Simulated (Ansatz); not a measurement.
**Response to strain in MgTe**

The parent structure is MgTe in the zinc blende structure (space group F-43m, No. 216).

```cif
data_MgTe
_chemical_formula_sum 'Mg1 Te1'
_space_group_name_H-M_alt 'P 1'
_space_group_IT_number 1
_cell_length_a 4.50293
_cell_length_b 4.50293
_cell_length_c 4.50293
_cell_angle_alpha 60.000
_cell_angle_beta 60.000
_cell_angle_gamma 60.000
loop_
_space_group_symop_operation_xyz
  'x, y, z'
loop_
_atom_site_label
_atom_site_type_symbol
_atom_site_fract_x
_atom_site_fract_y
_atom_site_fract_z
_atom_site_occupancy
Mg1 Mg 0.00000 0.00000 0.00000 1
Te1 Te 0.25000 0.25000 0.25000 1
```

Strains are applied to the cell and any free atomic positions relax.

Computed with Ansatz (a first-principles code) LDA, scalar-relativistic without spin-orbit coupling.

Notes on the quantities. hole mass: degenerate bands, along [100]; energy relative to the base: free energy F.

```
change                    shortest interatomic distance  width of the top valence band                   hole mass   pressure  energy relative to the base
------------------------  -----------------------------  -----------------------------  --------------------------  ---------  ---------------------------
base                                            2.757 Å                        1.56 eV  0.19, 0.85, 0.85 mₑ (at Γ)   0.01 GPa                   0 meV/atom
isotropic strain −3.00 %                        2.675 Å                        1.78 eV  0.20, 0.78, 0.78 mₑ (at Γ)   4.29 GPa                 +35 meV/atom
isotropic strain −2.50 %                        2.689 Å                        1.74 eV  0.20, 0.79, 0.79 mₑ (at Γ)   3.46 GPa                 +24 meV/atom
isotropic strain −2.00 %                        2.702 Å                        1.70 eV  0.19, 0.80, 0.80 mₑ (at Γ)   2.67 GPa                 +15 meV/atom
isotropic strain −1.50 %                        2.716 Å                        1.67 eV  0.19, 0.82, 0.82 mₑ (at Γ)   1.94 GPa                +8.4 meV/atom
isotropic strain −1.00 %                        2.730 Å                            ___  0.19, 0.83, 0.83 mₑ (at Γ)   1.25 GPa                +3.7 meV/atom
isotropic strain +0.50 %                        2.771 Å                            ___  0.19, 0.86, 0.86 mₑ (at Γ)  -0.55 GPa                +0.8 meV/atom
isotropic strain +1.00 %                        2.785 Å                        1.49 eV  0.18, 0.88, 0.88 mₑ (at Γ)  -1.08 GPa                +3.4 meV/atom
isotropic strain +1.50 %                        2.799 Å                        1.46 eV  0.18, 0.89, 0.89 mₑ (at Γ)  -1.57 GPa                +7.5 meV/atom
isotropic strain +2.50 %                        2.826 Å                        1.40 eV  0.18, 0.91, 0.91 mₑ (at Γ)  -2.45 GPa                 +20 meV/atom
```

Question: Complete the table.

Answer: 
- isotropic strain −1.00 %, width of the top valence band: 1.63 eV
- isotropic strain +0.50 %, width of the top valence band: 1.52 eV

With Te present, leaving out spin-orbit coupling can change the band edges. The levels and masses belong to the bands next to the band gap. Masses are band curvatures over ±0.01 Å⁻¹ around the edge. No phonon test of stability was made.
